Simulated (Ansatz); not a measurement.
Base system: Au in the fcc (Cu type) structure (space group Fm-3m, No. 225; relaxed with 0.1 eV smearing).

```yaml
crystal:
  lattice:
    - [0.00000, 2.06226, 2.06226]
    - [2.06226, 0.00000, 2.06226]
    - [2.06226, 2.06226, 0.00000]
  atoms:
    - { symbol: Au, position: [0.00000, 0.00000, 0.00000] }
```

Computed with r2SCAN (Ansatz, an electronic-structure program, PAW, without spin-orbit coupling).

Before the change:

- Pressure = 0.0 GPa

Now apply this change: the cell is scaled by 0.9900 in all directions; the atoms relax in the strained cell.

**Question.** Estimate the effect on the energy relative to the base.

**Answer.** The energy increases by 7.9 meV/atom.

**Question.** What does the calculation give for the pressure after the change?

**Answer.** The pressure goes from zero to 5.1 GPa.

Whether these cells are dynamically stable was not tested.
